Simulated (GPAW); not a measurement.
Band structure of Be (P6_3/mmc, 4 atoms in the cell).

```yaml
crystal:
  lattice:
    - [2.32154, 0.00000, 0.00000]
    - [-1.16077, 2.01052, 0.00000]
    - [0.00000, 0.00000, 7.46958]
  atoms:
    - { symbol: Be, position: [0.00000, 0.00000, 0.00000] }
    - { symbol: Be, position: [0.00000, 0.00000, 0.50000] }
    - { symbol: Be, position: [0.33333, 0.66667, 0.25000] }
    - { symbol: Be, position: [0.66667, 0.33333, 0.75000] }
```

Method: PBE, GPAW PAW datasets PBE (gpaw-data 1.0.1) (plane waves; GPAW 25.7.0).

Settings: mode = pw; ecut = 850 eV; xc = PBE; kpts = 16 16 5; mesh shift (steps) = 0 0 0; occupations.name = methfessel-paxton; occupations.width = 0.272 eV; occupations.order = 0; nbands = -12; convergence.density = 1e-05 e/electron; symmetry.symmorphic = false; symmetry.tolerance = 0.0005; maxiter = 100; bandpath_npoints = 40.

The starting cell was generated: these elements placed on a structure prototype, without a prior relaxation; it need not be a known phase or ordering of this composition. Its lattice was rescaled by a random factor within 2.5 % of one.

Levels in eV from the Fermi level, bands 1 to 8:
| point | 1 | 2 | 3 | 4 | 5 | 6 | 7 | 8 |
|---|---|---|---|---|---|---|---|---|
| Γ | -10.93 | -8.91 | -8.89 | -4.39 | 0.37 | 9.28 | 9.28 | 15.25 |
| M | -4.64 | -3.79 | -3.42 | -2.60 | 0.96 | 0.98 | 3.91 | 5.59 |
| K | -1.83 | -1.83 | -1.01 | -0.96 | -0.47 | -0.47 | 2.28 | 2.28 |
| A | -10.42 | -10.42 | -6.47 | -6.47 | 3.57 | 3.57 | 15.47 | 15.47 |
| L | -4.34 | -4.34 | -2.93 | -2.93 | 1.46 | 1.46 | 3.34 | 3.34 |
| H | -1.85 | -1.85 | -0.99 | -0.99 | -0.44 | -0.44 | 2.31 | 2.31 |

Bands cross the Fermi level along this path, so the cell is metallic at this level.
